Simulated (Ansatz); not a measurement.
**Al12W, pressure series**

Consider Al₁₂W (space group Im-3, No. 204).

```
Al12W
1.0
   -3.76905     3.76905     3.76905
    3.76905    -3.76905     3.76905
    3.76905     3.76905    -3.76905
Al W
12 1
Direct
  0.30860   0.18579   0.49439
  0.69140   0.81421   0.50561
  0.69140   0.18579   0.87719
  0.30860   0.81421   0.12281
  0.49439   0.30860   0.18579
  0.50561   0.69140   0.81421
  0.87719   0.69140   0.18579
  0.12281   0.30860   0.81421
  0.18579   0.49439   0.30860
  0.81421   0.50561   0.69140
  0.18579   0.87719   0.69140
  0.81421   0.12281   0.30860
  0.00000   0.00000   0.00000
```

Cell and atoms are relaxed at each pressure.

Computed with Ansatz (an electronic-structure program), PBEsol, PAW, cutoff 420 eV, without spin-orbit coupling.

Two rows of this table had their results exchanged by mistake.

```json
[
 {"pressure": "pressure −2 GPa", "volume per atom (Å³)": "16.83", "shortest distance (Å)": "2.731", "band gap": "zero"},
 {"pressure": "pressure −1 GPa", "volume per atom (Å³)": "16.65", "shortest distance (Å)": "2.723", "band gap": "zero"},
 {"pressure": "pressure 0.3 GPa", "volume per atom (Å³)": "16.43", "shortest distance (Å)": "2.713", "band gap": "zero"},
 {"pressure": "pressure 0.7 GPa", "volume per atom (Å³)": "16.36", "shortest distance (Å)": "2.710", "band gap": "zero"},
 {"pressure": "pressure 1.5 GPa", "volume per atom (Å³)": "16.23", "shortest distance (Å)": "2.704", "band gap": "zero"},
 {"pressure": "pressure 3 GPa", "volume per atom (Å³)": "16.01", "shortest distance (Å)": "2.694", "band gap": "zero"},
 {"pressure": "pressure 5 GPa", "volume per atom (Å³)": "15.13", "shortest distance (Å)": "2.652", "band gap": "zero"},
 {"pressure": "pressure 7.5 GPa", "volume per atom (Å³)": "15.42", "shortest distance (Å)": "2.666", "band gap": "zero"},
 {"pressure": "pressure 10 GPa", "volume per atom (Å³)": "15.73", "shortest distance (Å)": "2.681", "band gap": "zero"}
]
```

Q: Which two?

A: The rows for pressure 5 GPa and pressure 10 GPa: the volume has to fall steadily with pressure, so 15.73 Å³ belongs to pressure 5 GPa and 15.13 Å³ to pressure 10 GPa.

Load acts through the strain it causes; cell and atoms are relaxed under it. Whether these cells are dynamically stable was not tested. Competing high-pressure phases were not computed. The final runs are not spin-polarised.
